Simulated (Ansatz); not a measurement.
# MoSi2: stress against strain

MoSi2 (MoSi2 type, I4/mmm, 13.267 Å³/atom at rest, c along z) under an equal strain ε in the (001) plane with the normal axis free, as in a coherent film. PBEsol in Ansatz, a plane-wave DFT program (PAW, default set), 420 eV, 25×25×25 Γ-centred mesh, Fermi-Dirac smearing 0.10 eV; ions are relaxed within the symmetry of each cell. Stress is positive for a compressed cell.

Here s stands for strain and y for stress xx.

```
strain (%)  stress xx (GPa)
----------  ---------------
-1.50                  7.94
-1.00                  5.20
-0.50                  2.55
0.00                   0.00
0.50                  -2.45
1.00                  -4.80
1.50                  -7.06
3.00                      ?
```

The 7 complete rows are fitted with a straight line, y against s. Means: s 0, y 0.197. About the means, the sum of products is -35.000 and the sum of squares of s is 7.0000; the slope is their ratio. Least squares gives y = 0.197 - 5.0000·s. Residuals (row less fit): 0.243, 0.003, -0.147, -0.197, -0.147, 0.003, 0.243; standard error 0.200 (degrees of freedom: 5). The slope gives the biaxial elastic modulus of this plane = 500 ± 8 GPa.

Task: Predict the withheld y at s = 3.00 from the fit, and compare with the calculation.

Result: y = 0.197 - 5.0000 × 3.0 = -14.803 GPa. The calculation gives -13.24 GPa, 1.563 GPa above the prediction (7.4 % of the range of y in the table). The row lies outside the fitted rows, so this is an extrapolation. From the scatter of the fitted rows alone, a prediction at this place has a standard error of 0.312 GPa, so the miss is 5.0 times that.

One order more, fitted to all 13 runs of the series, follows each within 0.01, so the miss is the next term of a smooth law. In a metal these values are sensitive to mesh and smearing; energies are taken to zero smearing, stresses follow the free energy. Rows are the converged runs of the series near zero and its far end; series whose fitted rows scatter by over a few per cent of the range, as at a crossing or softening among them, aren't shown in this form. Most that stay on the fit to the last digits aren't either.
